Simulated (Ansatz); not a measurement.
```
SiC
1.0
    3.16823     0.00000     0.00000
   -1.58412     2.74377     0.00000
    0.00000     0.00000     5.19922
Si C
2 2
Cartesian
  0.00000   1.82918   5.19656
  1.58412   0.91459   2.59695
  0.00000   1.82918   1.95236
  1.58412   0.91459   4.55197
```

No spin polarisation.

Computed with DFT with PBEsol, PAW potentials and a 420 eV plane-wave cutoff in Ansatz (a first-principles code), no spin-orbit coupling. k-mesh 12×12×7 (Γ-centred); smearing 0.05 eV (Fermi–Dirac).

Question: Predict the gap character, band gap and electron mass.

Answer: 
```json
{
  "gap_character": "indirect, Γ → K",
  "band_gap": "2.28 eV",
  "electron_mass": "0.27 mₑ along c, 0.45 mₑ across (at K)"
}
```

The cells carry an imposed strain or load. Effective masses come from finite differences of ±0.01 Å⁻¹. No phonon test of stability was made. The cell was made from SiC in the wurtzite structure (space group P6_3mc, No. 186) by this change: isotropic strain +3.00 %.
